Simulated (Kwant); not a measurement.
Device: quantum point contact (saddle potential) in a InAs two-dimensional gas. Effective mass 0.023 mₑ, grid spacing 5 nm, hard walls, nominal width 100 nm (19 grid rows, so walls 100 nm apart), one parabolic valley, scattering region 300 nm long along x; energies count from the band bottom; Fermi energy 0.0152 eV. Potential (V0 + ½k y²) cos²(πx/L) for |x| < L/2, with V0 swept from 0.01596 to 0 eV, k = 4.1e-05 eV/nm², L = 67 nm.

Constants are typed, rounded textbook-type inputs, not results; the design itself was drawn at random and stands for no fabricated device.

Computed with Kwant: effective-mass tight-binding model on a square grid, one spin, coherent transport at 0 K. Conductance is in e²/h.

Sweep values stay those of the base run.

The length of the gated region was swept, all else fixed.

```csv
length of the gated region (nm),G (e²/h) at V0 = 8.096 meV,G (e²/h) at V0 = 12.03 meV,G (e²/h) at V0 = 4.163 meV,mean G (e²/h) over the sweep
17,1.57,1.37,1.77,1.58
34,0.97,0.69,1.27,0.99
47,0.78,0.45,1.09,0.79
67,0.70,0.28,1.02,0.67
87,0.72,0.20,1.01,0.63
```

From the first row to the last the G at V0 = 8.096 meV goes from 1.57 to 0.72. From the first row to the last the G at V0 = 12.03 meV goes from 1.37 to 0.20.
